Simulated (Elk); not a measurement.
A self-consistent single point of ScAl (P1, 2 atoms in the cell) with Elk.

Method: Elk with LDA (PW92), all-electron FP-LAPW, Elk's shipped species files, APW+lo basis with extra local orbitals.

The change in words: lattice scaled by 0.98. Reference geometry:
```
CELL_PARAMETERS angstrom
      3.37035     0.00000     0.00000
      0.00000     3.37035     0.00000
      0.00000     0.00000     3.37035
ATOMIC_POSITIONS crystal
  Sc 0.50347 0.49080 0.50415
  Al 0.99653 0.00920 0.99585
```

Reference input (self-consistent single point, DFT, LDA (PW92), all-electron FP-LAPW, Elk's shipped species files, APW+lo basis with extra local orbitals): rgkmax = 8; stype = 0; swidth = 0.00734986 Ha; ngridk = 9 9 9; gmaxvr = 16 1/bohr; nxlo = 2; lorbcnd = true; lmaxi = 2; maxscl = 100. This run's input differs from it in these lines:

```diff
@@ -28,5 +28,5 @@
 avec
-    6.3690384441    0.0000000000    0.0000000000
-    0.0000000000    6.3690384441    0.0000000000
-    0.0000000000    0.0000000000    6.3690384441
+    6.2416576752    0.0000000000    0.0000000000
+    0.0000000000    6.2416576752    0.0000000000
+    0.0000000000    0.0000000000    6.2416576752
```

The program printed (abridged):

```
│ Self-consistent loop started │
│ Loop number : 1 │
 total energy                :     -1005.27465848
│ Loop number : 2 │
 total energy                :     -1005.28393653
RMS change in Kohn-Sham potential (target) :   0.2646489662E-01 (  0.1000000000E-05)
Absolute change in total energy (target)   :   0.9278050904E-02 (  0.1000000000E-03)
│ Loop number : 3 │
 total energy                :     -1005.28157245
RMS change in Kohn-Sham potential (target) :   0.2608339261E-01 (  0.1000000000E-05)
Absolute change in total energy (target)   :   0.4456988188E-04 (  0.1000000000E-03)
│ Loop number : 4 │
   [... lines left out ...]
Absolute change in total energy (target)   :   0.9140923845E-03 (  0.1000000000E-03)
│ Loop number : 12 │
 total energy                :     -1004.46944195
RMS change in Kohn-Sham potential (target) :   0.3073004476E-06 (  0.1000000000E-05)
Absolute change in total energy (target)   :   0.2353432915E-03 (  0.1000000000E-03)
│ Loop number : 13 │
 total energy                :     -1004.46944184
RMS change in Kohn-Sham potential (target) :   0.1797349739E-06 (  0.1000000000E-05)
Absolute change in total energy (target)   :   0.5894840456E-04 (  0.1000000000E-03)
Convergence targets achieved

│ Loop number : 14 │

Energies :
 Fermi                       :     0.281024511916
 total energy                :     -1004.46944330

Density of states at Fermi energy :    17.51827795
 (states/Hartree/unit cell)

Estimated indirect band gap :   0.5239042964E-02
 from k-point    158 to k-point     47
Estimated direct band gap   :   0.1626237620E-01
 at k-point    158

Charges :
 core                        :    14.00000000
 valence                     :    20.00000000
 interstitial                :    3.452902765
 muffin-tins (core leakage)
  species :    1 (Sc)
   atom    1                 :    19.27217984     (  0.3409411420E-08)
  species :    2 (Al)
   atom    1                 :    11.27491739     (  0.5038518984E-03)
 total in muffin-tins        :    30.54709723
 total calculated charge     :    33.99616987
 total charge                :    34.00000000
 error                       :   0.3830126253E-02

│ Self-consistent loop stopped │
```

The run converged in 14 iterations. The count includes the last loop, which Elk runs after its targets are met. Against the reference run the total energy falls by 15.1 meV/atom.

The starting cell comes from a database of computed structures (which also holds hypothetical and non-ambient phases and stackings), without a prior relaxation at this level. Its atoms were displaced at random from the sites of space group no. 221. For this run, on top of that: lattice scaled by 0.98. Values depend on the basis (sphere radii, cutoffs, local orbitals), which need not be converged. The log's line on a gap gives a spacing of levels on this mesh, which the program prints for metals too.

Cost on one core of a shared machine: roughly 4 min.
